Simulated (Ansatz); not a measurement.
The parent structure is Ag in the fcc (Cu type) structure (space group Fm-3m, No. 225).

```
Ag
1.0
    0.00000     2.02717     2.02717
    2.02717     0.00000     2.02717
    2.02717     2.02717     0.00000
Ag
1
Direct
  0.00000   0.00000   0.00000
```

Cartesian axes are those of the cell as printed.

All numbers come from Ansatz (a quantum-chemistry and plane-wave program) PBEsol, no spin-orbit coupling.

Now apply this change: a free-standing slab of 6 layers (6 atoms, 1 a layer) is cut normal to [111], with 15 Å of vacuum and the in-plane cell held at bulk.

Task: How does this affect the excess energy per area of both faces, change of the spacing d12 from its bulk value of 2.341 Å and change of the spacing d23 from its bulk value of 2.341 Å?

Result: The excess energy per area of both faces (slab less bulk energy over the cell's area: twice a surface energy) comes out as 2.1 J/m² (uncertain by up to 0.1 J/m²); the change of the spacing d12 from its bulk value of 2.341 Å comes out as -0.6 %; the change of the spacing d23 from its bulk value of 2.341 Å is -0.4 %.

Slab and bulk use different k-meshes, which limits the precision of the excess energy. No phonon test of stability was made.
